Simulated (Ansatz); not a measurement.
**A computed series for hypothetical CsCl type NaI: response to strain**

Start from NaI in the CsCl type structure (space group Pm-3m, No. 221; a hypothetical phase, not in the database extracts checked).

```
NaI
1.0
    4.03976     0.00000     0.00000
    0.00000     4.03976     0.00000
    0.00000     0.00000     4.03976
Na I
1 1
Cartesian
  0.00000   0.00000   0.00000
  2.01988   2.01988   2.01988
```

Cartesian axes are those of the cell as printed.

Strains are applied to the cell and any free atomic positions relax; under stress the whole cell relaxes.

Calculations: Ansatz (a program for electronic structure), r2SCAN, PAW, cutoff 500 eV, no SOC.

Candidates:
(a) isotropic strain +0.72 %
(b) uniaxial stress, 2 GPa compression along z
(c) uniaxial strain ε_yy = +1.49 %

For the base:

```
Property    Value
--------  -------
Band gap  3.06 eV
```

Q: Order them by band gap, highest first.

A: (a) isotropic strain +0.72 % (3.02 eV), (c) uniaxial strain ε_yy = +1.49 % (2.99 eV), (b) uniaxial stress, 2 GPa compression along z (2.93 eV)

With I present, leaving out spin-orbit coupling can change the band edges. Stability under load was not tested beyond the relaxation.
